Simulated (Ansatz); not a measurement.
Base system: KF in the rock salt structure (space group Fm-3m, No. 225).

```
CELL_PARAMETERS angstrom
      0.00000     2.65916     2.65916
      2.65916     0.00000     2.65916
      2.65916     2.65916     0.00000
ATOMIC_POSITIONS crystal
  F  0.00000 0.00000 0.00000
  K  0.50000 0.50000 0.50000
```

Cartesian axes are those of the cell as printed.

Computed with Kohn–Sham DFT with the r2SCAN functional, run in Ansatz (a program for electronic structure) with PAW and 500 eV plane waves, scalar-relativistic without spin-orbit coupling.

Strains are applied to the cell and any free atomic positions relax.

One change was made to it. Results:

The band gap increases by 0.166 eV to 7.07 eV; the pressure (mean of the normal stresses, compression positive) goes from zero to 1.96 GPa; the electron mass goes from 0.54 mₑ (at Γ) to 0.58 mₑ along y, 0.52 mₑ across (at Γ).

**Question.** What was done to the base?
A. isotropic strain +4.79 %
B. isotropic strain −3.00 %
C. isotropic strain −5.94 %
D. uniaxial strain ε_yy = −4.32 %
E. isotropic strain +4.05 %

**Answer.** D, uniaxial strain ε_yy = −4.32 %. For comparison, the band gap in the other runs: isotropic strain +4.05 % gives 6.31 eV; isotropic strain −5.94 % gives 8.01 eV; isotropic strain +4.79 % gives 6.21 eV; isotropic strain −3.00 % gives 7.43 eV.

Effective masses come from finite differences of ±0.01 Å⁻¹. Whether these cells are dynamically stable was not tested.
